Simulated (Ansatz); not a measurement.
1T (CdI2-type) TiBr2, treated with r²SCAN-D4 (plane waves, PAW; Ansatz, an electronic-structure program).

Numerical settings: plane-wave cutoff 560 eV, 18×18×10 k mesh (along the axes of the cell as run), Fermi–Dirac smearing 0.05 eV, no spin polarisation, scalar-relativistic PAW data made under PBE.

Energies at three volumes about the minimum:

```json
[
 {"V (Å³/atom)": "23.227", "E − E_lowest (meV/atom)": "0.71"},
 {"V (Å³/atom)": "23.701", "E − E_lowest (meV/atom)": "0.00"},
 {"V (Å³/atom)": "24.175", "E − E_lowest (meV/atom)": "0.58"}
]
```

**Question.** Fit a parabola by hand: where is the minimum, and what is the bulk modulus?

**Answer.** Slopes: (0.00 − 0.71)/(23.701 − 23.227) = -1.498 and (0.58 − 0.00)/(24.175 − 23.701) = 1.224 meV/Å³. Curvature E″ = 2 × (1.224 − (-1.498))/(24.175 − 23.227) = 5.743 meV/Å⁶. From the middle of the first interval, the slope vanishes at V0 = 23.4640 − (-1.498)/5.743 = 23.725 Å³/atom. B = V0 E″ = 23.725 × 5.743 meV/Å³ × 0.1602 GPa per meV/Å³ = 21.8 GPa. The full Birch–Murnaghan fit to all volumes gives V0 = 23.704 Å³/atom and B0 = 21.5 GPa.

Shape and atoms are relaxed at each volume.

Note: the run has no spin polarisation, so it can have missed a magnetic state; the relaxation could not lower the start's symmetry, so the cell can be a saddle point above a distorted one; the bulk modulus comes from volumes at which shape and atoms were relaxed; functionals without U or exact exchange can leave correlated insulators metallic, so the missing gap need not be real.
